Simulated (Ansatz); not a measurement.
A calculation on SnCl (P6₃mc, No. 186, 4 atoms in the cell; start mp-978928) returned lattice constant a 3.346 Å, lattice parameter c 9.805 Å, cohesive energy 3.57 eV/atom.

Problem. Which level of theory produced these numbers?
A) r²SCAN (Ansatz (a program for electronic structure))
B) LDA (Ansatz)
C) PBEsol (Ansatz)
D) PBE-D3(BJ) (Ansatz)

Solution. B, LDA (Ansatz)

The others give: PBE-D3(BJ) 3.420 Å, 10.008 Å, 3.13 eV/atom; r²SCAN 3.448 Å, 10.406 Å, 2.87 eV/atom; PBEsol 3.393 Å, 9.904 Å, 3.17 eV/atom.

Unless a cell is named, each level is at its own relaxed cell (LDA 23.76, PBE-D3(BJ) 25.34, PBEsol 24.69, r²SCAN 26.78 Å³/atom).

Caveats: a distance lies near a switch of the dispersion term, which can move the cell (PBE-D3(BJ)); the relaxation could not lower the start's symmetry, so the cell can be a saddle point above a distorted one (PBE-D3(BJ), r²SCAN, PBEsol, LDA). Ansatz's density-functional and Hartree–Fock values are scalar-relativistic unless marked +SOC, with PAW data made under PBE.

A start named mp-… is a Materials Project structure, which need not be a measured phase.
